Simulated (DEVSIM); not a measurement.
Structure: abrupt Si n-p junction, at 350 K.

```tsv
layer (left to right)	material	thickness (μm)	Nd (cm⁻³)	Na (cm⁻³)	τn (s)	τp (s)
1	Si	0.350	1.1e19	-	1.7e-7	1.7e-7
2	Si	290	-	7.3e17	1.7e-7	1.7e-7
```

Left contact: ohmic. Right contact: ohmic. Voltage is applied to the left contact. Recombination: SRH at mid-gap, Auger. Gap narrowing is on: ΔEg = 6.92 meV × (l + √(l² + 0.5)), l = ln(N/1.3e17 cm⁻³), shared equally by both band edges. Mobility is μmin + (μ − μmin)/(1 + (N/Nref)^α).

The device is made up for the run: typed textbook-type constants, with dimensions and the other settings drawn at random. Values at 300 K; Nc and Nv go as T^1.5, mobilities as T to minus their exponent, the gap by Varshni's rule with the affinity fixed.

| parameter | Si |
|---|---|
| gap (eV) | 1.124 |
| affinity (eV) | 4.05 |
| permittivity | 11.7 |
| Nc (cm⁻³) | 2.86e19 |
| Nv (cm⁻³) | 3.1e19 |
| μn (cm²/Vs) | 1417 |
| μp (cm²/Vs) | 470 |
| μn,min | 52 |
| μp,min | 45 |
| Nref,n | 9.7e16 |
| Nref,p | 2.2e17 |
| αn | 0.68 |
| αp | 0.72 |
| T exponent of μn | 2.3 |
| T exponent of μp | 2.2 |
| Cn (cm⁶/s) | 2.8e-31 |
| Cp (cm⁶/s) | 9.9e-32 |
| Varshni α (eV/K) | 0.000473 |
| Varshni β (K) | 636 |

Model (solved in DEVSIM): 1D drift-diffusion, Boltzmann statistics, complete ionisation; no tunnelling, impact ionisation, image-force lowering or self-heating.

The temperature was swept, all else fixed.

| temperature (K) | potential step across the device at zero bias (V) | largest field in the device at zero bias (V/cm) | dark forward voltage at 1 A/cm² (V) | dark forward voltage at 100 A/cm² (V) |
|---|---|---|---|---|
| 300 | 0.959 | 440000 | 0.707 | 0.968 |
| 350 | 0.912 | 430000 | 0.619 | 0.942 |
| 400 | 0.861 | 420000 | 0.527 | 0.914 |
| 450 | 0.808 | 410000 | [?] | [?] |
| 500 | 0.753 | 400000 | 0.334 | 0.846 |

Question: What belongs in the gaps?

Answer: 
- 450, dark forward voltage at 1 A/cm² (V): 0.432
- 450, dark forward voltage at 100 A/cm² (V): 0.882
